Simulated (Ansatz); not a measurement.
Lu (P6_3/mmc): band-structure transport figures

Here is the system:

```
Lu
1.0
    3.44371     0.00000     0.00000
   -1.72186     2.98234     0.00000
    0.00000     0.00000     5.34743
Lu
2
Direct
  0.33333   0.66667   0.25000
  0.66667   0.33333   0.75000
```

All values below come from PBEsol, rigid bands (plane waves, PAW, scalar-relativistic; Ansatz, a first-principles code). Geometry: cell and atoms relaxed with PBEsol.

```
Property                                                               Result
------------------------------------  ---------------------------------------
density of states at the Fermi level        3.09 states/(eV·cell), both spins
bare Sommerfeld coefficient                          3.6 mJ/(mol of atoms·K²)
Drude plasma energy                              3.7 (x), 3.7 (y), 5.5 (z) eV
root-mean-square Fermi velocity                                     3.6e5 m/s
resistivity times τ                     35 (x), 35 (y), 16.2 (z) ×10⁻²² Ω·m·s
resistivity times mean free path      13.6 (x), 13.6 (y), 5.8 (z) ×10⁻¹⁶ Ω·m²
```

A metal at this level (no band gap); rigid bands, thermally averaged at 300 K, both spins. Spin-orbit coupling is left out, which matters with elements this heavy. τ is one relaxation time for all states; the product of resistivity and mean free path takes one path for all states instead.
